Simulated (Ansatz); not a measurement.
# Electron-phonon data for Pt (Fm-3m)

Given:

```
CELL_PARAMETERS angstrom
      0.00000     1.95864     1.95864
      1.95864     0.00000     1.95864
      1.95864     1.95864     0.00000
ATOMIC_POSITIONS crystal
  Pt 0.00000 0.00000 0.00000
```

All values below come from PBEsol, DFPT electron-phonon coupling, linearised Boltzmann equation (plane waves, PAW, scalar-relativistic; Ansatz, an electronic-structure program). Geometry: relaxed with this functional, without spin-orbit coupling.

The resistivity at 300 K is 7.5 μΩ·cm. The resistivity at 77 K is 1.43 μΩ·cm. The electron mean free path at 300 K (weighted by the current that each state carries) is 6.2 nm. The resistivity times mean free path for one path shared by all states (from the Fermi surface's area) comes out as 3.4 ×10⁻¹⁶ Ω·m² and the electron-phonon coupling λ is 0.50. The transport coupling λ_tr is 0.55, the logarithmic mean phonon energy is 10.5 meV and the density of states at the Fermi level is 1.02 states/(eV·spin·cell). The drude plasma energy comes out as 9.0 eV.

A metal at this level (no band gap). Only scattering by harmonic phonons is included (no impurities, grain boundaries, electron-electron scattering or thermal expansion). Spin-orbit coupling is left out, which matters with elements this heavy. The self-energy correction of the phonons between q points moved λ by 6 %. Halving the electron mesh (36x36x36) moves the resistivity by up to 3 % at 300 K, the mean free path by up to 6 %, the coupling by up to 5 %. Smearing 0.20 eV; phonons on a 6x6x6 q mesh, which this run doesn't test and which matters most at low temperature.
